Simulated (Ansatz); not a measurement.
# Response to strain in ScAl3

Start from ScAl3 in the Cu3Au type structure (space group Pm-3m, No. 221; a = 4.0718 Å). Axes: x, y, z lie along the cube axes.

Strains are applied to the cell and any free atomic positions relax; under biaxial strain the out-of-plane vector relaxes too.

Level of theory: PBEsol/PAW in Ansatz (a program for electronic structure), without spin-orbit coupling.

Notes on the quantities. energy relative to the base: free energy F; pressure: mean of the normal stresses, compression positive.

| case | energy relative to the base | shortest interatomic distance | pressure |
|---|---|---|---|
| base | 0 meV/atom | 2.879 Å | 0.0 GPa |
| biaxial strain −4.14 %, plane normal [001], relaxed out of plane | +44 meV/atom | 2.760 Å | 7.3 GPa |
| biaxial strain +2.23 %, plane normal [001], relaxed out of plane | +10 meV/atom | 2.897 Å | -2.8 GPa |
| biaxial strain +2.84 %, plane normal [001], relaxed out of plane | +17 meV/atom | 2.902 Å | -3.5 GPa |
| biaxial strain +1.00 %, plane normal [110], relaxed out of plane | +2.2 meV/atom | 2.868 Å | -1.4 GPa |
| biaxial strain +1.43 %, plane normal [110], relaxed out of plane | +4.5 meV/atom | 2.864 Å | -2.0 GPa |
| biaxial strain +0.47 %, plane normal [111], relaxed out of plane | +0.5 meV/atom | 2.880 Å | -0.7 GPa |
| isotropic strain +2.95 % | +35 meV/atom | 2.964 Å | -6.7 GPa |
| uniaxial strain ε_yy = −3.44 % | +13 meV/atom | 2.830 Å | 3.5 GPa |
| uniaxial strain ε_zz = −1.82 % | +3.4 meV/atom | 2.853 Å | 1.8 GPa |

Without a gap, meshes like the base's 12×12×12 leave anisotropic stresses uncertain by several tenths of a GPa, and small strain energies with them. Stability against distortions was not tested. All final runs are without spin polarisation.
